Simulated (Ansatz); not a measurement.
A self-consistent single point of CaSiAu (P3m1, 3 atoms in the cell) with Ansatz (an electronic-structure program).

Method of the run: LDA (PW92), default PAW files made with PBE (plane waves; Ansatz).

```xyz
3
Lattice="4.3060 0.0000 0.0000 -2.1530 3.7291 0.0000 0.0000 0.0000 3.9228" Properties=species:S:1:pos:R:3 pbc="T T T"
Ca     0.0000     0.0000     0.0500
Si     2.1530     1.2430     1.9614
Au     0.0000     2.4860     1.9614
```

Reference input (self-consistent single point, DFT, LDA (PW92), plane waves, default PAW files made with PBE): basis.ecutwfc = 420 eV; kpoints.mp_grid.grid = 9 9 9; hamiltonian.xc = lda; hamiltonian.pseudopotentials = {kind: paw} (the program's default PAW files); scf.occupations.method = fermi_dirac; scf.occupations.width = 0.1 eV. This run's input differs from it in these lines:

Ansatz 0.2 input:
```diff
@@ -13,3 +13,3 @@
 kpoints:
-  mp_grid: { grid: [9, 9, 9] }
+  mp_grid: { grid: [15, 15, 15] }
 hamiltonian:
@@ -18,3 +18,3 @@
 scf:
-  occupations: { method: fermi_dirac, width: 0.1 }
+  occupations: { method: methfessel_paxton, width: 0.01 }
 output:
```

Log, with long lists cut:

```
SCF iter   1: F=—  HF=-15248.370394 eV  |F-HF|=—  |Δ(HF+E_count)|=         —  Δρ=5.41e-3  dr2=1.35e-2  ethr=1.77e-3  ⟨swp⟩=7.2  Hψ=40129  notcnv=0
all-band conjugate gradients solve this SCF's bands
preconditioner: auto → Resta (q_TF=auto, 2.450 Å⁻¹)
SCF iter   2: F=—  HF=-15248.368330 eV  |F-HF|=—  |Δ(HF+E_count)|=   2.06e-3  S|Δr|=    0.00e0  Δρ=2.95e-3  dr2=4.56e-3  ethr=4.09e-5  ⟨swp⟩=2.4  Hψ=12973  notcnv=0  defer=186
   [... lines left out ...]
SCF iter   5: F=—  HF=-15248.367282 eV  |F-HF|=—  |Δ(HF+E_count)|=   1.34e-5  S|Δr|=    0.00e0  Δρ=7.86e-5  dr2=6.73e-6  ethr=1.80e-7  ⟨swp⟩=1.9  Hψ=7755  notcnv=0  defer=186
SCF iter   6: F=—  HF=-15248.367280 eV  |F-HF|=—  |Δ(HF+E_count)|=   1.52e-6  S|Δr|=    0.00e0  Δρ=2.26e-5  dr2=4.47e-7  ethr=2.04e-8  ⟨swp⟩=2.6  Hψ=10888  notcnv=0  defer=186
SCF iter   7: F=-15248.367280 eV  HF=-15248.367280 eV  |F-HF|=1.99e-8  |Δ(HF+E_count)|=   8.29e-8  S|Δr|=    0.00e0  Δρ=5.04e-6  dr2=2.87e-8  ethr=3.03e-10  ⟨swp⟩=7.5  Hψ=34691  notcnv=0
SCF 1 converged in 7 iterations: F = -15248.367280 eV  dr2 = 2.87e-8
Stability not checked (fill_not_monotonic)
Free energy (F): -15248.367280 eV
Internal energy: -15248.367274 eV  (E = F + TS)
E sigma→0 (E₀):  -15248.367279 eV
Entropy (-TS):   -0.000006 eV (-0.002 meV/atom)
Fermi energy:    10.960747 eV
--- Forces (eV/Å), atoms counted from 1 ---
  atom   1  Ca    -0.00000000     0.00000000    -0.17634590
  atom   2  Si     0.00000000     0.00000000     0.08865022
  atom   3  Au     0.00000000    -0.00000000     0.08768772
--- Stress (GPa, compression-positive) ---
       -3.631124      -0.000000      -0.000000
       -0.000000      -3.631124      -0.000000
       -0.000000      -0.000000      -3.065353
  P = ⅓ Tr σ = -3.4425 GPa (-34.425 kbar)
  The stress holds the Pulay correction. Without it, at fixed plane waves, as pw.x and ABINIT print it: P = -3.4669 GPa
```

The run converged in 7 iterations. Against the reference run the free energy rises by 6.5 meV/atom, the pressure stays near -3.44 GPa while the zz stress (positive for compression) goes from -2.59 to -3.07 GPa and the largest force hardly changes (0.174 to 0.176 eV/Å).

The starting cell comes from a database of computed structures (which also holds hypothetical and non-ambient phases and stackings), without a prior relaxation at this level. Its lattice was rescaled by up to half a per cent. One atom was moved a little off its site on purpose. With a pressure of about -3 GPa the cell is away from its equilibrium volume at this level. Ansatz's pressure includes its estimate of the finite-basis (Pulay) stress.

Cost on one core of a shared machine: roughly 40 s.
